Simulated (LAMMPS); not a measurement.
LAMMPS 22 Jul 2025, classical MD, SNAP (Si_Zuo_JPCA2020.snapcoeff): Si, 1728 atoms.

| Property | Result |
|---|---|
| task | MD, nve |
| potential | SNAP, Si_Zuo_JPCA2020.snapcoeff Si_Zuo_JPCA2020.snapparam |
| copies of the repeat unit | 6×6×6 |
| shape (slab and sphere leave vacuum in the box) | bulk |
| steps | 400 |
| timestep | 1 fs |
| thermo | 50 |
| newton | on (default) |
| atom_modify sort (bins of 2 Å where set) | 1000 (default) |
| comm_style | brick (default) |
| box | 32.6 × 32.6 × 32.6 Å |
| start | generated diamond lattice, warmed in an untimed run |

All runs start from one configuration, warmed at this fixed volume for 300 steps under a thermostat at 300 K. The run at a skin of 2 Å has a mean temperature of 304 K and a mean pressure of 2.3 GPa.

One run each, on a shared machine, so no times are given.

With neigh_modify every 1 delay 0 check yes, skins of 0.1, 0.3, 0.5, 1, 1.5, 2, 3 Å were run. Further schedules:
- skin 0.3 Å, every 10 delay 0 check yes
- skin 1 Å, every 1 delay 10 check yes
- skin 2 Å, every 10 delay 0 check yes
- skin 1 Å, every 20 delay 0 check no
- skin 0.3 Å, every 1 delay 10 check yes
- skin 2 Å, every 100 delay 0 check no
- skin 0.3 Å, every 100 delay 0 check no

A schedule rebuilds too seldom if it shows a dangerous build, rebuilds less often than the check at every step does at that skin, or fails.

### Question
Which schedules can miss pairs here, and how do rebuilds depend on the skin?

### Answer
With the check at every step the rebuilds are 93 at 0.1 Å, 32 at 0.3 Å, 18 at 0.5 Å, 4 at 1 Å, 0 at 1.5 Å, 0 at 2 Å, 0 at 3 Å. Too seldom: skin 0.3 Å, every 10 delay 0 check yes; skin 0.3 Å, every 1 delay 10 check yes; skin 0.3 Å, every 100 delay 0 check no.

```tsv
setting	rebuilds	dangerous builds	list entries an atom	change of the total energy (meV/atom)
skin 0.1 Å, every 1 delay 0 check yes	93	—	28.0	under 0.001
skin 0.3 Å, every 1 delay 0 check yes	32	—	28.1	under 0.001
skin 0.5 Å, every 1 delay 0 check yes	18	—	30.3	under 0.001
skin 1 Å, every 1 delay 0 check yes	4	—	39.0	under 0.001
skin 1.5 Å, every 1 delay 0 check yes	0	—	46.1	under 0.001
skin 2 Å, every 1 delay 0 check yes	0	—	70.9	under 0.001
skin 3 Å, every 1 delay 0 check yes	0	—	100	under 0.001
skin 0.3 Å, every 10 delay 0 check yes	20	1	28.0	under 0.001
skin 1 Å, every 1 delay 10 check yes	4	0	39.0	under 0.001
skin 2 Å, every 10 delay 0 check yes	0	0	70.9	under 0.001
skin 1 Å, every 20 delay 0 check no	20	not counted	39.0	under 0.001
skin 0.3 Å, every 1 delay 10 check yes	32	1	28.1	under 0.001
skin 2 Å, every 100 delay 0 check no	4	not counted	70.9	under 0.001
skin 0.3 Å, every 100 delay 0 check no	4	not counted	28.1	under 0.001
```

Where the energy changes as in the checked runs, the late rebuilds cost nothing that shows in this run. List entries are as LAMMPS prints them (Ave neighs/atom).
